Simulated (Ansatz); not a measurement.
Li vacancy + 1 H in rock-salt LiF: one set of geometries, relaxed with PBE, evaluated in Ansatz (PAW, plane waves to 420 eV, 500 eV under r2SCAN) with PBE, r2SCAN.

Details: 64-site cell; 2×2×2 shifted k-points; start: the Li site; 1 H on the vacancy's neighbours; charged states image-corrected; not converged in cell size; relaxed from one start, so a lower configuration may exist; flagged in the runs: a strain field that reaches the edge of the cell.

| quantity | PBE | r2SCAN |
|---|---|---|
| host gap (eV) | 8.83 | 9.79 |
| ε(0/−1) above the VBM (eV) | 6.23 | 6.54 |
| neutral formation energy against H2 molecule in a box, bcc Li (eV) | 3.47 | 3.79 |
| largest moment on one atom at charge −1 (μB) | 0.69 | 0.71 |

PBE narrows the gap by 0.96 eV against r2SCAN, the highest level run, and puts the levels 0.31 eV lower above the valence-band maximum on average.

Ansatz is a first-principles code.
